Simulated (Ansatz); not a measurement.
Consider Al$_{2}$Cu (space group I4/mcm, No. 140; a = 6.006 Å, c = 4.790 Å).

The values are results of Kohn–Sham DFT with the r2SCAN functional, run in Ansatz (an electronic-structure program) with PAW and 500 eV plane waves, no SOC, not measurements.

One change was made to it. Results:

| quantity | base | after |
|---|---|---|
| c/a ratio | 0.798 | 0.797 |
| density | 4.52 g/cm³ | 4.54 g/cm³ |

Problem. Name the change that was made.
A. pressure 0.7 GPa
B. pressure 5 GPa
C. pressure −1 GPa

Solution. A, pressure 0.7 GPa. For comparison, the density in the other runs: pressure −1 GPa gives 4.48 g/cm³; pressure 5 GPa gives 4.70 g/cm³.

Load acts through the strain it causes; cell and atoms are relaxed under it. No phonon test of stability was made. No other phases were tried under pressure. All final runs are without spin polarisation.
